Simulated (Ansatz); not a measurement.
Si (Fd-3m), r2SCAN with spin-orbit coupling, rigid bands in Ansatz (a first-principles code): N_v = 2.04e19 cm⁻³ at 300 K and a hole conductivity mass of 0.349 mₑ.

**Question.** For 1e16 holes per cm³ at 300 K, place the Fermi level, estimate the Seebeck coefficient of a parabolic band with constant τ, and give mobility and conductivity for τ = 5 fs.

**Answer.** The level lies k_BT ln(N_v/p) = 0.197 eV above the valence-band maximum. S ≈ +(k_B/e)[ln(N_v/p) + 5/2] = 872 μV/K, against 902 μV/K from the full bands (mean over directions). μ = eτ/m = 25.2 cm²/(V·s) and σ = peμ = 0.0404 S/cm. τ is assumed, not computed.

Band transport and this doping are assumed; polarons and phonon drag are left out.
